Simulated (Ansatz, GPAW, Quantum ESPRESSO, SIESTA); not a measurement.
One structure in several programs: Ba₃P₂ (Pm-3m, 5 atoms in the cell)

Self-consistent single point.

```yaml
crystal:
  lattice:
    - [6.04929, 0.00000, 0.00000]
    - [0.00000, 6.04929, 0.00000]
    - [0.00000, 0.00000, 6.04929]
  atoms:
    - { symbol: Ba, position: [0.00000, 0.50000, 0.50000] }
    - { symbol: Ba, position: [0.50000, 0.00000, 0.50000] }
    - { symbol: Ba, position: [0.50000, 0.50000, 0.00000] }
    - { symbol: P, position: [0.00000, 0.00000, 0.00000] }
    - { symbol: P, position: [0.50000, 0.50000, 0.50000] }
```

Shared settings, as Ansatz (an electronic-structure program) writes them: kpoints.mp_grid.grid = 5 5 5; scf.occupations.method = gaussian; scf.occupations.width = 0.0147 Ry. Potentials and cutoffs stand in the table.

| code | model | pressure (GPa) | cutoff |
|---|---|---|---|
| Ansatz | PBEsol, PAW files made with PBE | -1.56 | 30.9 Ry |
| SIESTA | GGA PBEsol, numerical atomic orbitals DZP, PseudoDojo PBEsol standard norm-conserving potentials (rewritten from UPF to PSML) | 1.87 | grid 300 Ry |
| GPAW | PBEsol, GPAW PAW datasets PBEsol (made by gpaw-setup) | -1.24 | 600 eV |
| Quantum ESPRESSO | PBEsol, PseudoDojo standard norm-conserving (PBESOL) pseudopotentials | -1.58 | 60 Ry |

No clean gap comes from SIESTA, GPAW and Quantum ESPRESSO: levels at the Fermi energy touch, overlap or are partly filled at this smearing.

The spread over the programs that give each value: pressure within 3.45 GPa.

SIESTA uses small atom-centred bases, whose incompleteness enters pressures, forces and empty levels differently from a plane-wave cutoff. Ansatz's pressure is given at a fixed set of plane waves, as the other plane-wave codes print theirs. In the pressure, SIESTA (by 3.43) lies more than 1 GPa from the median of the plane-wave programs.

On the base mesh (3 3 3) the same programs gave: Ansatz pressure -1.44 GPa; Quantum ESPRESSO pressure -1.46 GPa; GPAW pressure -1.10 GPa; SIESTA pressure 1.92 GPa.

The starting cell comes from a database of computed structures (which also holds hypothetical and non-ambient phases and stackings), without a prior relaxation at this level.

Left out of this page: CP2K (on another mesh); FLEUR (not drawn, or without a comparable value).

Keys are those of Ansatz 0.2.
